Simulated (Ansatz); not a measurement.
# Si: response to strain and stress

The parent structure is Si in the diamond structure (space group Fd-3m, No. 227; a = 5.434 Å). Axes: x, y, z lie along the cube axes.

Strains are applied to the cell and any free atomic positions relax; under biaxial strain the out-of-plane vector relaxes too; under stress the whole cell relaxes.

Computed with Ansatz (a program for electronic structure) PBEsol, spin-orbit coupling left out.

Candidates:
(a) uniaxial stress, 1 GPa tension along z
(b) biaxial strain +0.74 %, plane normal [001], relaxed out of plane
(c) isotropic strain −1.34 %

For the base:

```
Quantity              Result
-------------------  -------
Smallest direct gap  2.52 eV
```

Question: Order them by smallest direct gap, lowest first.

Answer: (b) biaxial strain +0.74 %, plane normal [001], relaxed out of plane (2.42 eV), (a) uniaxial stress, 1 GPa tension along z (2.48 eV), (c) isotropic strain −1.34 % (2.53 eV)

Beyond what the load breaks, stability against distortions was not tested.
